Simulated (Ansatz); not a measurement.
## Al3BC: pressure series

Take Al3BC (space group P6_3/mmc, No. 194; a cell from a computed database, its experimental status unchecked) as the base.

Al3BC has the hexagonal space group P6₃/mmc (No. 194), Pearson symbol hP10. Conventional cell: a = 3.485 Å, b = 3.485 Å, c = 11.499 Å, α = 90.00°, β = 90.00°, γ = 120.00°. Al1 on 4f has 1 C at 2.004 Å and 3 B at 2.193 Å and 3 Al at 2.661 Å. Al2 on 2b is coordinated by 3 C at 2.012 Å (trigonal planar). B on 2a has 6 Al at 2.193 Å (octahedral). C on 2c sees 5 Al at 2.004–2.012 Å (trigonal bipyramidal). (Neighbours: up to the widest gap in distance over summed covalent radii, below 1.35, at either atom; cation-cation and far metal-metal contacts left out.)

Cell and atoms are relaxed at each pressure.

Computed with plane-wave PAW DFT at the PBEsol level (Ansatz, a program for electronic structure, 420 eV), spin-orbit coupling left out.

| P (GPa) | V (Å³/atom) |
|---|---|
| -1.99 | 12.264 |
| -0.99 | 12.178 |
| 0.30 | 12.071 |
| 0.70 | 12.039 |
| 1.50 | 11.975 |
| 2.99 | 11.861 |
| 4.99 | 11.717 |
| 7.50 | 11.546 |
| 9.98 | 11.388 |

Task: Fit a third-order Birch–Murnaghan equation of state.

Result: Least squares on P(V) = (3B₀/2)[(V₀/V)^(7/3) − (V₀/V)^(5/3)]·[1 + (3/4)(B₀′ − 4)((V₀/V)^(2/3) − 1)] gives V₀ = 12.10 Å³/atom, B₀ = 148 GPa and B₀′ = 3.9.

Load acts through the strain it causes; cell and atoms are relaxed under it. Whether these cells are dynamically stable was not tested. Competing high-pressure phases were not computed.
